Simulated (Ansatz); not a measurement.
Input and output of a self-consistent single point for Sr2H3NO6 (P-62m, 12 atoms in the cell) (Ansatz, a program for electronic structure).

Computed with PBEsol, default PAW files made with PBE (plane waves; Ansatz).

The change in words: lattice scaled by 1.03. Reference geometry:
```xyz
12
Lattice="6.6057 0.0000 0.0000 -3.3028 5.7207 0.0000 0.0000 0.0000 3.5596" Properties=species:S:1:pos:R:3 pbc="T T T"
Sr     3.3028     1.9069     0.0000
Sr     0.0000     3.8138     0.0000
O     -0.6275     1.0869     0.0000
O      1.2551     0.0000     0.0000
O      2.6753     4.6338     0.0000
N      0.0000     0.0000     0.0000
O      1.4968     2.5926     1.7798
O     -1.8060     3.1281     1.7798
O      3.6120     0.0000     1.7798
H      1.0870     1.8827     1.7798
H     -2.2159     3.8380     1.7798
H      4.4318     0.0000     1.7798
```

Reference input (self-consistent single point, DFT, PBEsol, plane waves, default PAW files made with PBE): basis.ecutwfc = 420 eV; kpoints.mp_grid.grid = 6 6 9; hamiltonian.xc = pbesol; hamiltonian.pseudopotentials = {kind: paw} (the program's default PAW files); scf.occupations.method = gaussian; scf.occupations.width = 0.1 eV. This run's input differs from it in these lines:

```diff
@@ -3,5 +3,5 @@
   lattice:
-    - [6.605681, 0.000000, 0.000000]
-    - [-3.302841, 5.720688, 0.000000]
-    - [0.000000, 0.000000, 3.559568]
+    - [6.803851, 0.000000, 0.000000]
+    - [-3.401926, 5.892309, 0.000000]
+    - [0.000000, 0.000000, 3.666355]
   atoms:
```

Log, with long lists cut:

```
SCF iter   1: F=—  HF=-10777.384298 eV  |F-HF|=—  |Δ(HF+E_count)|=         —  Δρ=1.00e-2  dr2=1.13e-1  ethr=1.77e-3  ⟨swp⟩=8.5  Hψ=8385  notcnv=0  defer=70
all-band conjugate gradients solve this SCF's bands
preconditioner: auto → Resta (q_TF=auto, 2.375 Å⁻¹)
SCF iter   2: F=—  HF=-10777.351552 eV  |F-HF|=—  |Δ(HF+E_count)|=   3.27e-2  Δρ=2.88e-3  dr2=6.78e-3  ethr=1.77e-4  ⟨swp⟩=2.0  Hψ=2952  notcnv=0  defer=168
   [... lines left out ...]
SCF iter   5: F=—  HF=-10777.350999 eV  |F-HF|=—  |Δ(HF+E_count)|=   7.52e-5  Δρ=9.61e-5  dr2=1.15e-5  ethr=1.59e-7  ⟨swp⟩=2.0  Hψ=2327  notcnv=0  defer=168
SCF iter   6: F=—  HF=-10777.351048 eV  |F-HF|=—  |Δ(HF+E_count)|=   4.86e-5  Δρ=5.45e-5  dr2=3.56e-6  ethr=1.80e-8  ⟨swp⟩=2.0  Hψ=2383  notcnv=0  defer=168
SCF iter   7: F=—  HF=-10777.351048 eV  |F-HF|=—  |Δ(HF+E_count)|=   4.03e-7  Δρ=9.12e-6  dr2=1.10e-7  ethr=5.56e-9  ⟨swp⟩=2.0  Hψ=2392  notcnv=0  defer=168
SCF iter   8: F=-10777.351048 eV  HF=-10777.351048 eV  |F-HF|=8.32e-9  |Δ(HF+E_count)|=   7.53e-8  Δρ=2.44e-6  dr2=1.14e-8  ethr=1.56e-10  ⟨swp⟩=13.8  Hψ=8490  notcnv=0
SCF 1 converged in 8 iterations: F = -10777.351048 eV  dr2 = 1.14e-8
Free energy (F): -10777.351048 eV
Internal energy: -10777.351048 eV  (E = F + TS)
E sigma→0 (E₀):  -10777.351048 eV
Fermi energy:    4.820478 eV
--- Forces (eV/Å), atoms counted from 1 ---
  atom   1  Sr     0.00000000     0.00000000     0.00000000
  atom   2  Sr     0.00000000     0.00000000     0.00000000
  atom   3  O      1.00954675    -1.74858610     0.00000000
  atom   4  O     -2.01909336    -0.00000009     0.00000000
  atom   5  O      1.00954661     1.74858618     0.00000000
  atom   6  N     -0.00000000    -0.00000000     0.00000000
  atom   7  O      4.94406982     8.56338096     0.00000000
  atom   8  O      4.94407054    -8.56338054     0.00000000
  atom   9  O     -9.88814036    -0.00000042     0.00000000
   [... lines left out ...]
  atom  12  H      9.88055798     0.00000042     0.00000000
--- Stress (GPa, compression-positive) ---
        4.363081       0.000000       0.000000
        0.000000       4.363081       0.000000
        0.000000       0.000000      -5.034486
  P = ⅓ Tr σ = 1.2306 GPa (12.306 kbar)
  The stress holds the Pulay correction. Without it, at fixed plane waves, as pw.x and ABINIT print it: P = 0.5610 GPa
```

The run converged in 8 iterations. Against the reference run the free energy drops by 37.6 meV/atom, the pressure goes from 11.07 to 1.23 GPa, the largest force goes from 12.855 to 9.888 eV/Å and the gap on the mesh goes from 3.201 to 2.932 eV.

The starting cell comes from a database of published, mostly measured structures (it also holds non-ambient and calculated ones), without a prior relaxation at this level. Its lattice was rescaled by a random factor within 2.5 % of one. For this run, on top of that: lattice scaled by 1.03. Forces in this geometry exceed 1 eV/Å. Ansatz's pressure includes its estimate of the finite-basis (Pulay) stress. Without the estimate this run gives 0.56 GPa.

Keys are those of Ansatz 0.2.
